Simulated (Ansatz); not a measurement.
System: MoS2 (R3m, No. 160, 3 atoms in the cell; start mp-1434; a measured phase of this formula has another space group). Method: PBEsol (plane waves, PAW; Ansatz, a first-principles code).

Numerical settings: plane-wave cutoff 520 eV, 12×12×12 k mesh, Fermi–Dirac smearing 0.01 eV, no spin polarisation, scalar-relativistic PAW data made under PBE.

Cell (relaxed at this level):

```cif
data_MoS2
_chemical_formula_sum 'Mo1 S2'
_space_group_name_H-M_alt 'P 1'
_space_group_IT_number 1
_cell_length_a 6.54243
_cell_length_b 6.54243
_cell_length_c 6.54243
_cell_angle_alpha 27.798
_cell_angle_beta 27.798
_cell_angle_gamma 27.798
loop_
_space_group_symop_operation_xyz
  'x, y, z'
loop_
_atom_site_label
_atom_site_type_symbol
_atom_site_fract_x
_atom_site_fract_y
_atom_site_fract_z
_atom_site_occupancy
Mo1 Mo 0.99977 0.99977 0.99977 1
S1 S 0.41575 0.41575 0.41575 1
S2 S 0.25050 0.25050 0.25050 1
```

Problem. What does this level give for the band gap, smallest direct gap on the k points sampled and Γ–Γ gap?

Solution. 
- band gap: 1.00 eV
- smallest direct gap on the k points sampled: 1.80 eV
- Γ–Γ gap: 3.38 eV

Note: the cell has widely spaced layers and the level no dispersion term, so their spacing and the moduli can rest on weak binding.

Spin–orbit coupling is not included.

It cost very roughly 17 core-seconds of CPU time.

A start named mp-… is a Materials Project structure, which need not be a measured phase.
